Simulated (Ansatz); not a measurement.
Start from PbSe in the rock salt structure (space group Fm-3m, No. 225).

```
CELL_PARAMETERS angstrom
      0.00000     3.08888     3.08888
      3.08888     0.00000     3.08888
      3.08888     3.08888     0.00000
ATOMIC_POSITIONS crystal
  Se 0.00000 0.00000 0.00000
  Pb 0.50000 0.50000 0.50000
```

Cartesian axes are those of the cell as printed.

Computed with Ansatz (an electronic-structure program), r2SCAN, PAW, cutoff 500 eV, scalar-relativistic without spin-orbit coupling.

Perturbation: uniaxial strain ε_xx = +1.42 %, all other strain components held at zero, atoms relaxed at fixed cell.

Predict the stress tensor and what it implies for the stiffness.

Stress of the strained cell less that of the base (GPa, compression positive):
```
  -1.65    0.00    0.00
   0.00   -0.19    0.00
   0.00    0.00   -0.19
```

Then −Δσ_ii/ε with ε = 0.0142 gives secant stiffness values (nonlinear terms included at this strain): C11 ≈ 116 GPa.

Stability against distortions was not tested.
